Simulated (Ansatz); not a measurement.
# NaCl: x(Li) = 0.5, 8 atoms, P4/nmm

Base system: NaCl in the rock salt structure (space group Fm-3m, No. 225; a = 5.6020 Å).

The other end (x = 1) is LiCl in the rock salt structure (space group Fm-3m, No. 225): 16.23 Å³/atom, gap 6.35 eV.

One thing is altered: Li replaces 50.0 % of the Na, ordered in a cell of 8 atoms (starting symmetry P4/nmm) and fully relaxed.

The values are results of Ansatz (a quantum-chemistry and plane-wave program), PBEsol, PAW, cutoff 420 eV, no SOC, not measurements. Γ-centred 9×9×3 mesh, Fermi–Dirac width 0.05 eV, for the changed cell.

```json
[
 {"quantity": "volume per atom", "base": "21.98 Å³", "changed": "19.32 Å³", "shift": "-2.66 Å³"},
 {"quantity": "density", "base": "2.21 g/cm³", "changed": "2.17 g/cm³", "shift": "-0.04 g/cm³"},
 {"quantity": "shortest interatomic distance", "base": "280.1 pm", "changed": "242.7 pm", "shift": "-37.4 pm"},
 {"quantity": "band gap", "base": "5.01 eV", "changed": "5.33 eV", "shift": "+0.32 eV"},
 {"quantity": "gap character (in this cell's own zone, which can be folded)", "base": "direct at Γ", "changed": "direct at Γ", "shift": "–"},
 {"quantity": "electron mass", "base": "0.39 mₑ (at Γ)", "changed": "0.48 mₑ along c, 0.41 mₑ across (at Γ)", "shift": "–"},
 {"quantity": "valence-band top at Γ (three highest levels, from the VBM)", "base": "0.00, 0.00, 0.00 eV", "changed": "0.00, 0.00, -0.16 eV", "shift": "–"},
 {"quantity": "mixing energy", "base": "–", "changed": "+25 meV/atom", "shift": "–"},
 {"quantity": "deviation of the volume from the linear (Vegard-type) interpolation", "base": "–", "changed": "+1.1 %", "shift": "–"},
 {"quantity": "bowing parameter b of this ordering, from Eg = [1−x] Eg[0] + x Eg[1] − b x [1−x]", "base": "–", "changed": "1.4 eV", "shift": "–"},
 {"quantity": "mean first-shell distances", "base": "–", "changed": "Na–Cl 2.727 Å (end compound 2.801 Å), Li–Cl 2.640 Å (end compound 2.532 Å)", "shift": "–"}
]
```

Final structure:

```
CELL_PARAMETERS angstrom
      3.82253     0.00000     0.00000
      0.00000     3.82253     0.00000
      0.00000     0.00000    10.57546
ATOMIC_POSITIONS crystal
  Li 0.50000 0.00000 0.88381
  Na 0.00000 0.50000 0.63029
  Na 0.50000 0.00000 0.36971
  Li 0.00000 0.50000 0.11619
  Cl 0.50000 0.00000 0.63778
  Cl 0.00000 0.50000 0.36222
  Cl 0.50000 0.00000 0.11332
  Cl 0.00000 0.50000 0.88668
```

Cost of the whole job for the changed cell (relaxation, final SCF and bands): very roughly 110 core-seconds.

These are small ordered cells, not random alloys; other orderings at the same x differ. Effective masses come from finite differences of ±0.01 Å⁻¹. No phonon test of stability was made. k-point labels follow each cell's own Brillouin zone.
